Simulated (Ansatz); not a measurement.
Data:

```
MgH2
1.0
    2.81590     0.00000     0.00000
   -1.40795     2.57431     0.00000
    0.00000     0.00000     3.99087
Mg H
1 2
Direct
  0.00000   0.00000   0.00000
  0.66784   0.33569   0.24194
  0.33216   0.66431   0.75806
```

No spin polarisation.

Level of theory: PBEsol-D3(BJ)/PAW in Ansatz (a quantum-chemistry and plane-wave program), spin-orbit coupling left out. k-mesh 13×13×8 (Γ-centred); smearing 0.05 eV (Fermi–Dirac).

Question: Predict the space group and stress.

Answer: The space group is C2/m (No. 12). The stress (xx, yy, zz, yz, xz, xy; compression positive) is (7.99, 1.57, 0.16, 0.27, 0.00, 0.00) GPa.

The cells carry an imposed strain or load. Whether these cells are dynamically stable was not tested. The cell was made from MgH$_{2}$ in the CdI2 type structure (space group P-3m1, No. 164; a hypothetical phase, not in the database extracts checked) by this change: uniaxial strain ε_xx = −5.27 %.
